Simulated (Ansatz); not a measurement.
Start from InAs in the zinc blende structure (space group F-43m, No. 216; a = 6.109 Å). Axes: x, y, z lie along the cube axes.

Calculations: r2SCAN/PAW in Ansatz (a program for electronic structure), without spin-orbit coupling.

Strains are applied to the cell and any free atomic positions relax; under biaxial strain the out-of-plane vector relaxes too.

One change was made to it. Results:

| quantity | base | after |
|---|---|---|
| shortest interatomic distance | 2.645 Å | 2.664 Å |
| energy relative to the base (free energy F) | 0 meV/atom | +6.7 meV/atom |

Problem. What was done to the base?
A. biaxial strain +2.26 %, plane normal [001], relaxed out of plane
B. biaxial strain −0.73 %, plane normal [001], relaxed out of plane
C. tensor shear ε_yz = −3.82 %
D. isotropic strain +3.93 %
E. uniaxial strain ε_zz = −5.58 %

Solution. A, biaxial strain +2.26 %, plane normal [001], relaxed out of plane. For comparison, the energy relative to the base in the other runs: isotropic strain +3.93 % gives +61 meV/atom; biaxial strain −0.73 %, plane normal [001], relaxed out of plane gives +0.8 meV/atom; tensor shear ε_yz = −3.82 % gives +20 meV/atom; uniaxial strain ε_zz = −5.58 % gives +24 meV/atom.

Stability against distortions was not tested. The final runs are not spin-polarised.
